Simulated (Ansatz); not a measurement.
Partial pair distribution functions of a relaxed model of amorphous As₃₀Te₄₅, broadened by 0.06 Å; density 6.08 g/cm³. The numbers are results of PBE-D3(BJ), scalar-relativistic without spin-orbit coupling, PAW (Ansatz default set, large-core Te) (plane waves to 420 eV; Ansatz, a quantum-chemistry and plane-wave program), not measurements.

A CHGNet melt-quench gave the starting glass, which DFT then relaxed. The hot cell started wider than the set density and was brought back towards it in steps. It is the lowest in DFT energy of 8 quenches. It is a model cell: composition and starting density were chosen by hand, and all elements were melted together. The geometry includes D3(BJ) dispersion. Its density started from a set value of 5.44 and ended at 6.08 g/cm³. Cooling (nominally 16 K/ps over its main leg) ran many orders faster than in experiment, which tends to leave more defects and strain. One small periodic cell is one sample of the glass; other quenches scatter about these values. Volume and shape were free in the relaxation. On a 2×2×2 Γ-centred mesh force components of up to 0.18 eV/Å stay, since the relaxation ran on one k-point at (1/4, 1/4, 1/4).

```csv
r (Å),g Te-Te,g As-As
2.25,0.00,0.00
2.35,0.00,0.36
2.45,0.00,5.17
2.55,0.00,7.32
2.65,0.00,2.17
2.75,0.23,0.55
2.85,1.69,0.02
2.95,2.50,0.01
3.05,1.63,0.19
3.15,1.42,0.79
3.25,1.53,0.95
3.35,1.37,1.05
3.45,1.00,1.79
3.55,0.83,1.48
3.65,0.72,2.26
3.75,1.14,2.65
3.85,1.56,1.25
3.95,1.22,0.86
4.05,1.69,0.95
4.15,1.68,0.72
4.25,1.65,0.38
4.35,1.36,0.51
4.45,1.16,0.76
4.55,1.03,0.73
4.65,0.65,0.68
4.75,0.61,0.52
4.85,0.65,0.43
4.95,0.83,0.41
5.05,0.69,0.49
5.15,0.40,0.55
5.25,0.72,0.84
5.35,0.62,0.80
5.45,0.65,0.64
5.55,0.91,0.85
5.65,0.76,1.43
5.75,0.98,1.63
5.85,1.21,1.17
5.95,1.54,0.73
```

Within 3.31 Å each Te has 2.13 Te neighbours on average.
